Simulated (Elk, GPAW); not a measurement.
A GPAW input for a self-consistent single point of RbBr (Fm-3m, 2 atoms in the cell) (DFT PBE, plane waves, GPAW PAW datasets PBE (gpaw-data 1.0.1)):

```python
from ase import Atoms
from ase.units import GPa
from gpaw import GPAW

atoms = Atoms(['Rb', 'Br'],
              cell=[[0.000000, 3.452494, 3.452494],
                    [3.452494, 0.000000, 3.452494],
                    [3.452494, 3.452494, 0.000000]],
              scaled_positions=[[0.000000, 0.000000, 0.000000],
                                [0.500000, 0.500000, 0.500000]],
              pbc=True)

calc = GPAW(mode={'name': 'pw', 'ecut': 550},
            xc='PBE',
            kpts=(7, 7, 7),
            occupations={'name': 'fixed-uniform'},
            nbands=-8,
            convergence={'bands': -6},
            symmetry={'symmorphic': False, 'tolerance': 0.0005},
            maxiter=150)

atoms.calc = calc

energy = atoms.get_potential_energy()
print('Energy (eV):', round(energy, 6))
forces = atoms.get_forces()
print('Forces (eV/Ang):')
print(forces.round(5))
stress = atoms.get_stress()
print('Stress (GPa, Voigt):', (stress / GPa).round(4))
```

Task: Give the Elk input for the same structure, mesh, smearing and functional.

Result: One input that does it (others would too):

```
tasks
  0

xctype
  20

tforce
  .true.

rgkmax
  8.0

gmaxvr
  18.0

lmaxapw
  10

lmaxo
  8

nxlo
  2

lorbcnd
  .true.

lradstp
  2

nrmtscf
  2.0

lmaxi
  4

stype
  0

swidth
  0.0001

maxscl
  100

avec
    0.0000000000    6.5242681069    6.5242681069
    6.5242681069    0.0000000000    6.5242681069
    6.5242681069    6.5242681069    0.0000000000

sppath
  './'

atoms
  2
  'Rb.in'
  1
  0.0000000000  0.0000000000  0.0000000000    0.0 0.0 0.0
  'Br.in'
  1
  0.5000000000  0.5000000000  0.5000000000    0.0 0.0 0.0

ngridk
  7 7 7
```

Basis, cutoffs, solver keys and any potentials are the target program's own. This input uses DFT, PBE, all-electron FP-LAPW, Elk's shipped species files, APW+lo basis with extra local orbitals. Both were run: gap on the mesh 4.311 eV in GPAW and 4.316 in Elk.

On Elk: the starting cell comes from a database of computed structures (which also holds hypothetical and non-ambient phases and stackings), without a prior relaxation at this level. Its lattice was rescaled by a random factor within 2.5 % of one. Values depend on the basis (sphere radii, cutoffs, local orbitals), which need not be converged.

On GPAW: the starting cell comes from a database of computed structures (which also holds hypothetical and non-ambient phases and stackings), without a prior relaxation at this level. Its lattice was rescaled by a random factor within 2.5 % of one.
